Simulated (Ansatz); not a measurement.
## Cu under a change: biaxial strain −1.00 %, plane normal [001], relaxed out of plane

Base system: Cu in the fcc (Cu type) structure (space group Fm-3m, No. 225; a = 3.577 Å; relaxed with 0.1 eV smearing). Axes: x, y, z lie along the cube axes.

One thing is altered: compressive biaxial strain of 1.00 % in the plane normal to [001], as in epitaxy on a mismatched substrate; the out-of-plane cell vector and the atoms relax.

All numbers come from Kohn–Sham DFT with the r2SCAN functional, run in Ansatz (a quantum-chemistry and plane-wave program) with PAW and 500 eV plane waves, no SOC. Γ-centred 32×32×32 mesh, Fermi–Dirac width 0.1 eV.

The shortest interatomic distance drops by 0.0478 bohr, from 4.779 bohr to 4.732 bohr and the energy rises by 1.1 meV/atom. The pressure (mean of the normal stresses, compression positive) goes from zero to 1.1 GPa and the band gap remains zero. The out-of-plane strain is +1.39 % and the ratio −ε⊥/ε∥ is 1.39.

Cost of the whole job for the changed cell (relaxation, final SCF and bands): very roughly 4 core-minutes.

Whether these cells are dynamically stable was not tested. All final runs are without spin polarisation.
